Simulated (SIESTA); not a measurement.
## Several settings converged on HfNi (Cm, 4 atoms in the cell)

```
HfNi
1.0
    1.59292    -4.89236     0.00000
    1.59292     4.89236     0.00000
    0.00000     0.00000     4.01472
Hf Ni
2 2
Direct
  0.86101   0.13899   0.76245
  0.13899   0.86101   0.25000
  0.58425   0.41575   0.75000
  0.41575   0.58425   0.25000
```

Base method: GGA PBEsol, numerical atomic orbitals DZP, PseudoDojo PBEsol standard norm-conserving potentials (rewritten from UPF to PSML) in SIESTA.

Base settings: XC.functional = GGA; XC.authors = PBEsol; potentials = PseudoDojo PBEsol standard; PAO.BasisSize = DZP; PAO.EnergyShift = 0.01 Ry; MeshCutoff = 350 Ry; kgrid.MonkhorstPack = 4 4 3; OccupationFunction = MP; OccupationMPOrder = 0; ElectronicTemperature = 0.1 eV.

Core times come from one kind of shared machine, to one figure; runs under 30 s give none.

**The cutoff of the real-space grid**

The second cell is the first with its lattice scaled by 0.98.

The mesh stays at the base's, so the ladder's end is converged at best in this setting alone.

Only quantities that move along the ladder and can be compared are tabulated.

| MeshCutoff | free energy less the last step's (meV/atom) | energy of the compressed cell less the first (meV/atom) | pressure (GPa) | largest difference of a force vector from the last step's (eV/Å) | core time / last (rough) |
|---|---|---|---|---|---|
| 122 Ry (150 Ry used) | -14.77 | -1.16 | -3.68 | 0.032 | – |
| 158 Ry (185 Ry used) | -7.98 | 10.22 | -3.64 | 0.013 | 0.3 |
| 193 Ry (266 Ry used) | -2.88 | 9.85 | -3.74 | 0.006 | 0.4 |
| 350 Ry (416 Ry used) | -0.64 | 8.86 | -3.79 | 0.002 | 0.7 |
| 700 Ry (739 Ry used) | 0.00 | 9.39 | -3.77 | 0.000 | 1 |

Coarsest MeshCutoff that holds the pressure within 0.1 GPa of the last step, with all finer ones: 193 Ry (266 Ry used), at about 0.4 of the last step's time; the step before is off by 0.12 GPa.

Coarsest MeshCutoff that holds the free energy within 5 meV/atom of the last step, with all finer ones: 193 Ry (266 Ry used), at about 0.4 of the last step's time; the step before is off by 8.0 meV/atom.

Coarsest MeshCutoff that holds the forces within 0.02 eV/Å of the last step, with all finer ones: 158 Ry (185 Ry used), at about 0.3 of the last step's time; the step before is off by 0.032 eV/Å.

**The setting basis size**

Level: DFT, GGA PBEsol, numerical atomic orbitals TZDP, PseudoDojo PBEsol standard norm-conserving potentials (rewritten from UPF to PSML).

Moved along: PAO.BasisSize.

The second cell is the first with its lattice scaled by 0.98.

The mesh stays at the base's, so the ladder's end is converged at best in this setting alone.

The sets are ordered by size and need not be nested.

Only quantities that move along the ladder and can be compared are tabulated.

```tsv
basis (functions)	energy of the compressed cell less the first (meV/atom)	pressure (GPa)	largest difference of a force vector from the last step's (eV/Å)	core time / last (rough)
SZ (40)	-119.34	-24.82	0.980	–
DZ (64)	-69.56	-17.71	0.202	0.2
DZP (76)	8.86	-3.79	0.098	0.4
TZP (100)	8.40	-3.95	0.083	0.8
TZDP (112)	6.15	-4.40	0.000	1
```

State of the pressure at the end of the ladder: still drifting one way, by 0.61 GPa over the last two steps, so the last step is no safe reference.

Coarsest basis (functions) that holds the energy of the compressed cell less the first within 2 meV/atom: not settled: the last two steps still differ by 2.2 meV/atom, over half the tolerance, so the ladder does not show it.

Coarsest basis (functions) that holds the forces within 0.02 eV/Å: not settled: the last two steps still differ by 0.083 eV/Å, over half the tolerance, so the ladder does not show it.

On the base run: the starting cell comes from a database of computed structures (which also holds hypothetical and non-ambient phases and stackings), without a prior relaxation at this level. Its lattice was rescaled by up to half a per cent. One atom was moved a little off its site on purpose. Spin polarisation is off. Values carry the incompleteness of an atom-centred basis. In the base run, with a pressure of about -4 GPa the cell is away from its equilibrium volume at this level. Without a gap this mesh is coarse (it stands for a supercell whose shortest vector is 12 Å).
